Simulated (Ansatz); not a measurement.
Results of HSE06 (plane waves, PAW; Ansatz, an electronic-structure program) for ZnSiAs2 (I-42d, No. 122, 8 atoms in the cell; start mp-3595).

Numerical settings: plane-wave cutoff 460 eV, 6×6×6 k mesh, Fermi–Dirac smearing 0.01 eV, scalar-relativistic PAW data made under PBE.

Cell (relaxed with PBEsol):

```yaml
crystal:
  lattice:
    - [-2.79295, 2.79295, 5.45716]
    - [2.79295, -2.79295, 5.45716]
    - [2.79295, 2.79295, -5.45716]
  atoms:
    - { symbol: Zn, position: [0.00000, 0.00000, 0.00000] }
    - { symbol: Zn, position: [0.75000, 0.25000, 0.50000] }
    - { symbol: Si, position: [0.50000, 0.50000, 0.00000] }
    - { symbol: Si, position: [0.25000, 0.75000, 0.50000] }
    - { symbol: As, position: [0.87500, 0.86436, 0.48936] }
    - { symbol: As, position: [0.13564, 0.62500, 0.01064] }
    - { symbol: As, position: [0.37500, 0.38564, 0.51064] }
    - { symbol: As, position: [0.61436, 0.12500, 0.98936] }
```

Q: Predict the band gap.

A: 
* **band gap**: 1.75 eV (on the SCF k mesh) (direct)

Note: cell and atoms aren't relaxed at this level (pressure 1.2 GPa).

Spin–orbit coupling is not included.

A start named mp-… is a Materials Project structure, which need not be a measured phase.
